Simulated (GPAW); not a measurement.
A self-consistent single point of Mg14ZnBi (P-6m2, 16 atoms in the cell) with GPAW.

Method of the run: PBEsol, LCAO dzp, GPAW PAW datasets PBEsol (made by gpaw-setup) (GPAW).

```xyz
16
Lattice="6.3856 0.0000 0.0000 -3.1928 5.5301 0.0000 0.0000 0.0000 10.4016" Properties=species:S:1:pos:R:3 pbc="T T T"
Mg     4.7830     2.7614     0.0000
Mg     3.1928     0.0072     0.0000
Mg     1.6027     2.7614     0.0000
Mg     4.7876     2.7642     5.2008
Mg     3.1928     0.0018     5.2008
Mg     1.5980     2.7642     5.2008
Mg    -1.5823     4.6003     2.5032
Mg     1.5823     4.6003     7.8985
Mg     0.0000     1.8597     2.5032
Mg    -1.5823     4.6003     7.8985
Mg     1.5823     4.6003     2.5032
Mg     0.0000     1.8597     7.8985
Mg     3.1928     1.8434     2.5935
Mg     3.1928     1.8434     7.8081
Zn     0.0000     0.0000     0.0000
Bi     0.0000     0.0000     5.2008
```

Reference input (self-consistent single point, DFT PBEsol, LCAO dzp, GPAW PAW datasets PBEsol (made by gpaw-setup)): mode = lcao; h = 0.2 Å; basis = dzp; xc = PBEsol; kpts = 3 3 2; mesh shift (steps) = 0 0 0; occupations.name = marzari-vanderbilt; occupations.width = 0.1 eV; convergence.density = 1e-05 e/electron; convergence.energy = 1e-05 eV/electron; symmetry.symmorphic = false; symmetry.tolerance = 0.0005. This run's input differs from it in these lines:

```diff
@@ -26,3 +26,3 @@
 calc = GPAW(mode='lcao',
-            h=0.2,
+            h=0.258,
             basis='dzp',
```

Output (repeated stretches shortened):

```
     iter     time        total  log10-change:
                         energy   eigst   dens
iter:   1 --:--:--   -28.090413        c
iter:   2 --:--:--   -27.962032        c -1.53
iter:   3 --:--:--   -27.808911        c -1.56
iter:   4 --:--:--   -27.871963        c -1.69
iter:   5 --:--:--   -27.830743        c -2.34
iter:   6 --:--:--   -27.719235        c -2.58
iter:   7 --:--:--   -27.716648        c -2.94
iter:   8 --:--:--   -27.698086        c -2.99
iter:   9 --:--:--   -27.697855        c -3.43
iter:  10 --:--:--   -27.697262c       c -3.47
iter:  11 --:--:--   -27.697225c       c -3.93
iter:  12 --:--:--   -27.697144c       c -4.02
iter:  13 --:--:--   -27.697139c       c -4.31
iter:  14 --:--:--   -27.697122c       c -4.34
iter:  15 --:--:--   -27.697115c       c -4.54
iter:  16 --:--:--   -27.697113c       c -4.73
iter:  17 --:--:--   -27.697112c       c -4.79
iter:  18 --:--:--   -27.697112c       c -5.04c
Converged after 18 iterations.

Dipole moment: (-15.891019, 1.438586, -9.570099) |e|*Ang

Energy contributions relative to reference atoms: (reference = -709644.236478)

Kinetic:        +46.259976
Potential:      -20.627317
External:        +0.000000
XC:             -53.907156
Entropy (-ST):   -0.009019
Local:           +0.586405
SIC:             +0.000000
--------------------------
Free energy:    -27.697112
Extrapolated:   -27.697112

Showing only first 2 kpts
 Kpt  Band  Eigenvalues  Occupancy
  0    81      2.87785    2.00000
  0    82      2.87798    2.00000
  0    83      2.93645    2.00000
  0    84      3.56967    2.00000

  1    81      2.23044    2.00000
  1    82      3.39408    2.00000
  1    83      3.62036    2.00002
  1    84      4.67803    0.00000

Fermi level: 4.01634

No gap
   [... lines left out ...]
  5 Mg   -0.02151    0.01242    0.00000
  6 Mg   -0.11738    0.06777    0.08902
  7 Mg    0.11738    0.06777   -0.08902
  8 Mg    0.00000   -0.13554    0.08902
  9 Mg   -0.11738    0.06777   -0.08902
 10 Mg    0.11738    0.06777    0.08902
 11 Mg   -0.00000   -0.13554   -0.08902
 12 Mg   -0.00000    0.00000    0.09995
 13 Mg    0.00000    0.00000   -0.09995
 14 Zn   -0.00000    0.00000    0.00000
 15 Bi   -0.00000    0.00000    0.00000
```

The run converged in 18 iterations. Against the reference run the free energy rises by 31.8 meV/atom and the largest force moves little (0.167 to 0.162 eV/Å).

The starting cell comes from a database of computed structures (which also holds hypothetical and non-ambient phases and stackings), without a prior relaxation at this level. Values carry the incompleteness of an atom-centred basis.

Cost on one core of a shared machine: roughly 9 min.
